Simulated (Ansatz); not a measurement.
The parent structure is BN (space group P6_3/mmc, No. 194; layered, stacked along the Cartesian z axis).

```
BN
1.0
    2.50046     0.00000     0.00000
   -1.25023     2.16546     0.00000
    0.00000     0.00000     6.41169
B N
2 2
Direct
  0.66667   0.33333   0.25000
  0.33333   0.66667   0.75000
  0.33333   0.66667   0.25000
  0.66667   0.33333   0.75000
```

Cartesian axes are those of the cell as printed.

Computed with PBEsol-D3(BJ) (Ansatz, a first-principles code, PAW, scalar-relativistic without spin-orbit coupling).

Modification: the cell is compressed by 0.60 % along x with no lateral relaxation, atoms relaxed at fixed cell.

Problem. Predict the stress tensor and what it implies for the stiffness.

Solution. Stress of the strained cell less that of the base (GPa, compression positive):
```
   5.55    0.00    0.00
   0.00    1.33    0.00
   0.00    0.00    0.01
```

Then −Δσ_ii/ε with ε = -0.0060 gives relaxed-ion elastic constants: C11 ≈ 925 GPa and C12 ≈ 221 GPa.

Whether these cells are dynamically stable was not tested.
